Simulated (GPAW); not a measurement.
**Worked example: self-consistent single point of AlNi (Pm-3m, 2 atoms in the cell) in GPAW**

Computed with PBE, GPAW PAW datasets PBE (gpaw-data 1.0.1) (plane waves; GPAW).

Input:

```python
from ase import Atoms
from ase.units import GPa
from gpaw import GPAW, PW

atoms = Atoms(['Al', 'Ni'],
              cell=[[2.821390, 0.000000, 0.000000],
                    [0.000000, 2.821390, 0.000000],
                    [0.000000, 0.000000, 2.821390]],
              scaled_positions=[[0.500000, 0.500000, 0.500000],
                                [0.000000, 0.000000, 0.000000]],
              pbc=True)

calc = GPAW(mode=PW(850),
            xc='PBE',
            kpts=(9, 9, 9),
            occupations={'name': 'methfessel-paxton', 'width': 0.272, 'order': 0},
            nbands=-8,
            convergence={'forces': 0.001},
            symmetry={'symmorphic': False, 'tolerance': 0.0005},
            maxiter=100,
            txt='-')

atoms.calc = calc

energy = atoms.get_potential_energy()
print('Energy (eV):', round(energy, 6))
forces = atoms.get_forces()
print('Forces (eV/Ang):')
print(forces.round(5))
stress = atoms.get_stress()
print('Stress (GPa, Voigt):', (stress / GPa).round(4))
```

Log, with long lists cut:

```
Input parameters:
  convergence: {forces: 0.001}
  kpts: [9 9 9]
  maxiter: 100
  mode: {ecut: 850.0,
         name: pw}
  nbands: -8
  occupations: {name: methfessel-paxton,
                order: 0,
                width: 0.272}
  symmetry: {symmorphic: False,
             tolerance: 0.0005}
  xc: PBE

species:
  Al:
    name: Aluminium
    Z: 13.0
    valence: 3
    core: 10
    charge: 0.0
    file: Al.PBE.gz

    # Using partial waves for Al as LCAO basis

  Ni:
    name: Nickel
    Z: 28.0
    valence: 16
    core: 12
    charge: 0.0
    file: Ni.PBE.gz

    # Using partial waves for Ni as LCAO basis

Reference energy: -47971.421712  # eV

Spin-paired calculation

Convergence criteria:
 Maximum [total energy] change in last 3 cyles: 0.0005 eV / valence electron
 Maximum integral of absolute [dens]ity change: 0.0001 electrons / valence electron
 Maximum integral of absolute [eigenst]ate change: 4e-08 eV^2 / valence electron
 Maximum change in the atomic [forces] across last 2 cycles: 0.001 eV/Ang OR
Maximum error relative to the maximum force is below inf
 Maximum number of scf [iter]ations: 100

Symmetries present (total): 48
Symmetries with fractional translations: 0
729 k-points: 9 x 9 x 9 Monkhorst-Pack grid
35 k-points in the irreducible part of the Brillouin zone
       k-points in crystal coordinates                weights
   0:     0.00000000    0.00000000    0.00000000          1/729
   1:     0.11111111    0.00000000    0.00000000          6/729
   2:     0.11111111    0.11111111    0.00000000         12/729
   [... 7 lines left out ...]
          ...
  34:     0.44444444    0.44444444    0.44444444          8/729

Wave functions: Plane wave expansion
  Cutoff energy: 850.000 eV
  Number of coefficients (min, max): 1237, 1281
  Pulay-stress correction: 0.000000 eV/Ang^3 (de/decut=0.000000)

Occupation numbers: Methfessel-Paxton:
  width: 0.2720  # eV
  order: 0

Eigensolver

Densities:
  Coarse grid: 20*20*20 grid
  Fine grid: 40*40*40 grid
  Total Charge: 0.000000

Density mixing:
  Method: separate
  Backend: pulay
  Linear mixing parameter: 0.05
  old densities: 5
  Damping of long wavelength oscillations: 50

Hamiltonian:
  XC and Coulomb potentials evaluated on a 40*40*40 grid
  External potential:
    NoExternalPotential

XC parameters: PBE with 2 nearest neighbor stencil

Number of atoms: 2
Number of atomic orbitals: 16
Number of bands in calculation: 17
Number of valence electrons: 19
Bands to converge: occupied

Density initialized from atomic densities
  16 bands from LCAO basis set
  1 band from random numbers

Atomic positions and initial magnetic moments

Positions:
   0 Al     1.410695    1.410695    1.410695    ( 0.0000,  0.0000,  0.0000)
   1 Ni     0.000000    0.000000    0.000000    ( 0.0000,  0.0000,  0.0000)

Unit cell:
           periodic     x           y           z      points  spacing
  1. axis:    yes    2.821390    0.000000    0.000000    20     0.1411
  2. axis:    yes    0.000000    2.821390    0.000000    20     0.1411
  3. axis:    yes    0.000000    0.000000    2.821390    20     0.1411

  Lengths:   2.821390   2.821390   2.821390
  Angles:   90.000000  90.000000  90.000000

Effective grid spacing dv^(1/3) = 0.1411

     iter     time        total  log10-change:
                         energy   eigst   dens  force
iter:   1 --:--:--   -12.339864
iter:   2 --:--:--   -12.259098   -0.46  -1.48
iter:   3 --:--:--   -12.179096   -1.20  -1.52
iter:   4 --:--:--   -12.324990   -1.77  -1.58
iter:   5 --:--:--   -12.255164   -2.66  -1.74
iter:   6 --:--:--   -12.273371   -3.47  -2.04
iter:   7 --:--:--   -12.247142   -2.86  -2.05
iter:   8 --:--:--   -12.247155   -4.81  -3.55
iter:   9 --:--:--   -12.247146c  -6.41  -3.88
iter:  10 --:--:--   -12.247145c  -6.71  -3.85
iter:  11 --:--:--   -12.247147c  -6.62  -3.83
iter:  12 --:--:--   -12.247147c  -7.89c -5.06c
iter:  13 --:--:--   -12.247147c  -8.04c -4.84c -23.51c

Converged after 13 iterations.

Dipole moment: (-0.000000, 0.000000, 0.000000) |e|*Ang

Energy contributions relative to reference atoms: (reference = -47971.421712)

Kinetic:        +18.682311
Potential:      -12.503945
External:        +0.000000
XC:             -18.487183
Entropy (-ST):   -0.029593
Local:           +0.076466
SIC:             +0.000000
--------------------------
Free energy:    -12.261944
Extrapolated:   -12.247147

Showing only first 2 kpts
 Kpt  Band  Eigenvalues  Occupancy
  0     7      8.17684    2.00000
  0     8      8.17684    2.00000
  0     9     15.56486    0.00000
  0    10     15.56486    0.00000

  1     7      8.07002    2.00000
  1     8      8.18875    2.00000
  1     9     13.65497    0.00000
  1    10     15.88012    0.00000

Fermi level: 9.87172

No gap
No difference between direct/indirect transitions
Energy (eV): -12.247147

Forces in eV/Ang:
  0 Al    0.00000    0.00000    0.00000
  1 Ni    0.00000    0.00000    0.00000

Stress tensor:
    -0.096763     0.000000     0.000000
     0.000000    -0.096763     0.000000
     0.000000     0.000000    -0.096763
Stress (GPa, Voigt): [-15.5032 -15.5032 -15.5032   0.       0.       0.    ]
```

The run converged in 13 iterations. GPAW prints stress with tension positive.

The starting cell comes from a database of computed structures (which also holds hypothetical and non-ambient phases and stackings), without a prior relaxation at this level. Its lattice was rescaled by a random factor within 2.5 % of one. Spin polarisation is off. With a pressure of about 16 GPa the cell is away from its equilibrium volume at this level.
